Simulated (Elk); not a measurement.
Band structure of MgPd₃ (Pm-3m, 4 atoms in the cell).

```
CELL_PARAMETERS angstrom
      3.96476     0.00000     0.00000
      0.00000     3.96476     0.00000
      0.00000     0.00000     3.96476
ATOMIC_POSITIONS crystal
  Mg 0.00000 0.00000 0.00000
  Pd 0.00000 0.50000 0.50000
  Pd 0.50000 0.00000 0.50000
  Pd 0.50000 0.50000 0.00000
```

Computed with PBEsol, all-electron FP-LAPW, Elk's shipped species files, LAPW+lo basis (Elk 10.2.4).

Settings: xctype = 22; rgkmax = 8; swidth = 0.00367493 Ha; ngridk = 7 7 7; gmaxvr = 14 1/bohr; nxoapwlo = 1; rmtscf = 0.96; maxscl = 100.

The starting cell comes from a database of computed structures (which also holds hypothetical and non-ambient phases and stackings), without a prior relaxation at this level. Its lattice was rescaled by a random factor within 2.5 % of one. Spin polarisation is off. Values depend on the basis (sphere radii, cutoffs, local orbitals), which need not be converged.

Levels in eV from the Fermi level, bands 29 to 36:
| point | 29 | 30 | 31 | 32 | 33 | 34 | 35 | 36 |
|---|---|---|---|---|---|---|---|---|
| Γ | -0.10 | 0.26 | 0.26 | 0.26 | 2.50 | 2.50 | 2.50 | 7.88 |
| X | -1.49 | -1.49 | -1.28 | -0.61 | 0.25 | 6.49 | 6.49 | 7.36 |
| M | -1.76 | -1.20 | -1.20 | -0.76 | 0.34 | 1.89 | 1.89 | 9.03 |
| R | -0.06 | -0.06 | -0.06 | 0.15 | 0.15 | 0.15 | 0.96 | 5.21 |

Bands cross the Fermi level along this path, so the cell is metallic at this level.
